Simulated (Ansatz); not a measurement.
The structure below was relaxed with DFT with PBEsol, PAW potentials and a 420 eV plane-wave cutoff in Ansatz (an electronic-structure program), scalar-relativistic without spin-orbit coupling, at pressure 7.5 GPa.

```
CELL_PARAMETERS angstrom
      6.51581     0.00000     0.00000
      0.00000     6.51581     0.00000
      0.00000     0.00000     6.51581
ATOMIC_POSITIONS crystal
  Sb 0.37409 0.12591 0.87409
  Sb 0.62591 0.87409 0.12591
  Sb 0.12591 0.87409 0.37409
  Sb 0.87409 0.12591 0.62591
  Sb 0.87409 0.37409 0.12591
  Sb 0.12591 0.62591 0.87409
  Sb 0.62591 0.62591 0.62591
  Sb 0.37409 0.37409 0.37409
  Au 0.00000 0.50000 0.50000
  Au 0.50000 0.50000 0.00000
  Au 0.50000 0.00000 0.50000
  Au 0.00000 0.00000 0.00000
```

Question: Find the space group and the Wyckoff positions.

Answer: Space group Pa-3 (No. 205); a = b = c = 6.516 Å, α = β = γ = 90.00°

```tsv
atom	site	symmetry	x	y	z
Sb	8c	.3.	0.3741	0.3741	0.3741
Au	4a	.-3.	0.0000	0.0000	0.0000
```

Load acts through the strain it causes; cell and atoms are relaxed under it. Whether these cells are dynamically stable was not tested. No other phases were tried under pressure. All final runs are without spin polarisation. The cell was made from AuSb₂ (space group Pa-3, No. 205) by this change: pressure 7.5 GPa.
